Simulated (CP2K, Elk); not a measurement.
An Elk input for a self-consistent single point of TiSi2 (Fddd, 6 atoms in the cell) (DFT, PBE, all-electron FP-LAPW, Elk's shipped species files, APW+lo basis with extra local orbitals):

```
tasks
  0

xctype
  20

rgkmax
  7.5

gmaxvr
  16.0

nxlo
  2

lorbcnd
  .true.

rmtscf
  0.99

lmaxi
  2

stype
  0

swidth
  0.00999582

scale
  11.27719487

avec
    0.0000000000    0.6947352389    0.7192655614
    0.4031744887    0.0000000000    0.7192655614
    0.4031744887    0.6947352389    0.0000000000

atoms
  2   : nspecies
  'Ti.in'   : spfname
  2   : natoms; atposl, bfcmt below
  0.5000000000  0.5000000000  0.5000000000    0.0 0.0 0.0
  0.7500000000  0.7500000000  0.7500000000    0.0 0.0 0.0
  'Si.in'   : spfname
  4   : natoms; atposl, bfcmt below
  0.8374300000  0.1625700000  0.8374300000    0.0 0.0 0.0
  0.1625700000  0.8374300000  0.1625700000    0.0 0.0 0.0
  0.4125700000  0.0874300000  0.4125700000    0.0 0.0 0.0
  0.0874300000  0.4125700000  0.0874300000    0.0 0.0 0.0

ngridk
  7 7 7
```

**Question.** Give the CP2K input for the same structure, mesh, smearing and functional.

**Answer.** This is the input that was run; spellings and numerical settings could be chosen otherwise.

```
&GLOBAL
  PROJECT scf
  RUN_TYPE ENERGY_FORCE
  PRINT_LEVEL LOW
&END GLOBAL
&FORCE_EVAL
  METHOD Quickstep
  STRESS_TENSOR ANALYTICAL
  &DFT
    BASIS_SET_FILE_NAME BASIS_MOLOPT
    POTENTIAL_FILE_NAME GTH_POTENTIALS
    &QS
      METHOD GPW
      EPS_DEFAULT 1E-11
    &END QS
    &MGRID
      CUTOFF 600
      REL_CUTOFF 50
      NGRIDS 5
    &END MGRID
    &SCF
      SCF_GUESS ATOMIC
      EPS_SCF 1E-7
      MAX_SCF 100
      ADDED_MOS 8
      &DIAGONALIZATION
        ALGORITHM STANDARD
      &END DIAGONALIZATION
      &MIXING
        METHOD BROYDEN_MIXING
        ALPHA 0.2
        NBUFFER 8
        BETA 1
      &END MIXING
      &SMEAR ON
        METHOD GAUSSIAN
        SIGMA [eV] 0.272
      &END SMEAR
    &END SCF
    &KPOINTS
      SCHEME MONKHORST-PACK 7 7 7
    &END KPOINTS
    &XC
      &XC_FUNCTIONAL PBE
      &END XC_FUNCTIONAL
    &END XC
    &PRINT
      &MO
        EIGENVALUES T
        OCCUPATION_NUMBERS T
        NDIGITS 8
        FILENAME mo
        &EACH
          QS_SCF 0
        &END EACH
        ADD_LAST NUMERIC
      &END MO
      &MULLIKEN OFF
      &END MULLIKEN
    &END PRINT
  &END DFT
  &SUBSYS
    &CELL
      ABC 5.96763500 4.92064924 4.79348850
      ALPHA_BETA_GAMMA 75.79312583 53.06690693 51.13996589
      PERIODIC XYZ
    &END CELL
    &COORD
      SCALED
      Ti       0.50000000     0.50000000     0.50000000
      Ti       0.75000000     0.75000000     0.75000000
      Si       0.83743000     0.16257000     0.83743000
      Si       0.16257000     0.83743000     0.16257000
      Si       0.41257000     0.08743000     0.41257000
      Si       0.08743000     0.41257000     0.08743000
    &END COORD
    &KIND Ti
      BASIS_SET DZVP-MOLOPT-SR-GTH-q12
      POTENTIAL GTH-PBE-q12
    &END KIND
    &KIND Si
      BASIS_SET DZVP-MOLOPT-SR-GTH-q4
      POTENTIAL GTH-PBE-q4
    &END KIND
  &END SUBSYS
  &PRINT
    &FORCES ON
    &END FORCES
    &STRESS_TENSOR ON
    &END STRESS_TENSOR
  &END PRINT
&END FORCE_EVAL
```

Basis settings and potentials, where a program has them, do not carry over. This input uses DFT PBE, GPW, DZVP-MOLOPT-SR-GTH basis, GTH-PBE potentials (GTH_POTENTIALS).

The starting cell comes from a database of computed structures (which also holds hypothetical and non-ambient phases and stackings), without a prior relaxation at this level. Its lattice was rescaled by a random factor within 2.5 % of one.
